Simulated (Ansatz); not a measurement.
Reference: SnC (F-43m), PBE with spin-orbit coupling, rigid bands (plane waves, PAW; Ansatz, a program for electronic structure); axes and stresses refer to this cell.

```
SnC
1.0
    0.00000     2.51703     2.51703
    2.51703     0.00000     2.51703
    2.51703     2.51703     0.00000
Sn C
1 1
Direct
  0.00000   0.00000   0.00000
  0.25000   0.25000   0.25000
```

hole conductivity mass: 0.64 mₑ
band gap: 0.79 eV
Seebeck coefficient, p-type 1e19 cm⁻³: 363 μV/K

Task: After one change the values are hole conductivity mass 0.21 mₑ; band gap 0.31 eV; Seebeck coefficient, p-type 1e19 cm⁻³ 182 μV/K. What was changed between the two runs?
A. biaxial stress in (001) of -7.5 GPa (compression positive)
B. biaxial stress in (111) of -5 GPa (compression positive)
C. biaxial stress in (111) of 2.5 GPa (compression positive)
D. biaxial stress in (001) of 7.5 GPa (compression positive)

Result: A, biaxial stress in (001) of -7.5 GPa (compression positive)

Masses are for dilute carriers at 300 K, harmonic means over directions unless an axis is named. Seebeck coefficients are for the stated density at 300 K, with one relaxation time for all states and whether or not that doping can be reached. Stresses and pressures are the targets of the relaxation.  The structure type is held under load, also where the real crystal would transform.

Computed structure with no diffraction record at hand here (it may be known, metastable or hypothetical): SnC (F-43m).
